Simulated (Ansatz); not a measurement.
# Effect of uniaxial strain ε_zz = +1.00 % on ZnCu

Start from ZnCu in the CsCl type structure (space group Pm-3m, No. 221; a = 2.908 Å; relaxed with 0.1 eV smearing). Axes: x, y, z lie along the cube axes.

It is then changed as follows: the cell is stretched by 1.00 % along z with no lateral relaxation, atoms relaxed at fixed cell.

Computed with PBEsol, PAW, 420 eV (Ansatz, an electronic-structure program; scalar-relativistic without spin-orbit coupling). Γ-centred 20×20×20 mesh, Fermi–Dirac width 0.1 eV.

- Volume per atom: 12.42 Å³ (base 12.30 Å³)
- Space group: P4/mmm (No. 123) (base Pm-3m (No. 221))
- Shortest interatomic distance: 2.527 Å (base 2.519 Å)
- Energy relative to the base (free energy F): +0.5 meV/atom
- Pressure (mean of the normal stresses, compression positive): -1.3 GPa (base 0.0 GPa)
- Band gap: zero (base zero)
- Stress (xx, yy, zz, yz, xz, xy; compression positive): (-1.3, -1.3, -1.3, 0.0, 0.0, 0.0) GPa

Final structure:

```
ZnCu
1.0
    2.90849     0.00000     0.00000
    0.00000     2.90849     0.00000
    0.00000     0.00000     2.93757
Zn Cu
1 1
Cartesian
  1.45424   1.45424   1.46879
  0.00000   0.00000   0.00000
```

Whether these cells are dynamically stable was not tested. All final runs are without spin polarisation.
